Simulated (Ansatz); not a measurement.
Consider CuI in the zinc blende structure (space group F-43m, No. 216).

```yaml
crystal:
  lattice:
    - [0.00000, 3.01140, 3.01140]
    - [3.01140, 0.00000, 3.01140]
    - [3.01140, 3.01140, 0.00000]
  atoms:
    - { symbol: Cu, position: [0.00000, 0.00000, 0.00000] }
    - { symbol: I, position: [0.25000, 0.25000, 0.25000] }
```

Cartesian axes are those of the cell as printed.

Calculations: r2SCAN (Ansatz, an electronic-structure program; PAW; 500 eV plane waves; spin-orbit coupling left out).

Strains are applied to the cell and any free atomic positions relax; under biaxial strain the out-of-plane vector relaxes too.

One change was made to it. Results:

```tsv
quantity	base	after
energy relative to the base (free energy F)	0 meV/atom	+8.8 meV/atom
valley order (the lowest conduction-band minima on the path, energy above the VBM, named in the base's zone)	Γ 1.67 eV; L along ⟨111⟩ 2.57 eV; X along ⟨100⟩ 2.90 eV	Γ 1.71 eV; L along [1-11] 2.46 eV; X along [100] 2.70 eV; L along [111] 2.92 eV
volume per atom	27.31 Å³	26.49 Å³
```

Name the change that was made.
A) biaxial strain −0.42 %, plane normal [111], relaxed out of plane
B) biaxial strain −0.83 %, plane normal [111], relaxed out of plane
C) biaxial strain −1.25 %, plane normal [111], relaxed out of plane
D) biaxial strain −2.50 %, plane normal [111], relaxed out of plane

D, biaxial strain −2.50 %, plane normal [111], relaxed out of plane. For comparison, the valley order in the other runs: biaxial strain −1.25 %, plane normal [111], relaxed out of plane gives Γ 1.70 eV; L along [1-11] 2.52 eV; L along [111] 2.73 eV; X along [100] 2.83 eV; biaxial strain −0.42 %, plane normal [111], relaxed out of plane gives Γ 1.68 eV; L along [1-11] 2.55 eV; L along [111] 2.62 eV; X along [100] 2.89 eV; biaxial strain −0.83 %, plane normal [111], relaxed out of plane gives Γ 1.69 eV; L along [1-11] 2.53 eV; L along [111] 2.67 eV; X along [100] 2.86 eV.

Spin-orbit coupling, missing from the scalar runs, can matter with I. The levels and masses belong to the bands next to the band gap. No phonon test of stability was made. All final runs are without spin polarisation.
